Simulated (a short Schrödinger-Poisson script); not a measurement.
## Gated Al0.4Ga0.6N/GaN polarisation-induced gas

Stack: gated Al0.4Ga0.6N/GaN polarisation-induced gas, at 300 K.

```csv
layer,material,thickness (nm),Na (cm⁻³)
1,Al0.4Ga0.6N,15,-
2,GaN,6000,2e15
```

Constants are typed, rounded textbook-type inputs, not results; the design itself was drawn at random and stands for no fabricated device. Al0.4Ga0.6N: permittivity 9.26, conduction-band edge (eV) 0.58, gap (eV) 4.258, electron mass (mₑ) 0.248, Nv at 300 K (cm⁻³) 4.6e19. GaN: permittivity 9.5, conduction-band edge (eV) 0, gap (eV) 3.43, Nv at 300 K (cm⁻³) 4.6e19.

Channel valleys (confinement mass, in-plane density-of-states mass, number): Γ 0.2, 0.2, 1. At the gate the conduction-band edge of layer 1 lies 1.36 eV − eVg above the Fermi level of the channel; the field vanishes at the back. Sheet of polarisation charge: +2e13 e/cm² at 15 nm from the gate. The barrier under the gate holds no holes. Gaps are held at their typed values at every temperature. Mesh 0.08 nm at interfaces.

Solved with a short Schrödinger-Poisson script written for these runs: 1D Poisson equation in equilibrium, electrons quantum, Hartree (BenDaniel-Duke, 40 states a valley, the channel's in-plane mass for all, wave functions free to enter the barrier), parabolic valleys, classical holes, full ionisation, no traps, pinning or gate leakage.

```
Vg (V)  electrons (cm⁻²)  in the channel layer  C (μF/cm²)  Γ E0 (meV)  Γ E1 (meV)
------  ----------------  --------------------  ----------  ----------  ----------
0.5              1.71e13               1.56e13       0.520      -176.2        -8.8
0.15             1.59e13               1.47e13       0.518      -165.1        -4.9
-0.2             1.48e13               1.38e13       0.516      -154.0        -1.0
-0.55            1.37e13               1.28e13       0.514      -142.7         2.8
-0.9             1.26e13               1.19e13       0.512      -131.3         6.7
-1.25            1.14e13               1.09e13       0.510      -119.8        10.7
-1.6             1.03e13               9.88e12       0.508      -108.1        14.7
-1.95            9.23e12               8.87e12       0.506       -96.3        18.8
-2.3             8.12e12               7.85e12       0.503       -84.4        23.1
-2.65            7.03e12               6.82e12       0.500       -72.1        27.5
-3               5.94e12               5.79e12       0.497       -59.5        32.1
-3.35            4.86e12               4.76e12       0.493       -46.4        37.0
-3.7             3.79e12               3.73e12       0.487       -32.3        42.6
-4.05            2.73e12               2.70e12       0.478       -16.5        49.2
-4.4             1.71e12               1.69e12       0.462         2.9        58.3
-4.75            7.33e11               7.30e11       0.422        32.1        75.1
-5.1             1.90e10               1.89e10      0.0969       134.1       163.2
```

Gate voltages with under 1e6 electrons/cm² are left out.

Subbands count from the Fermi level.
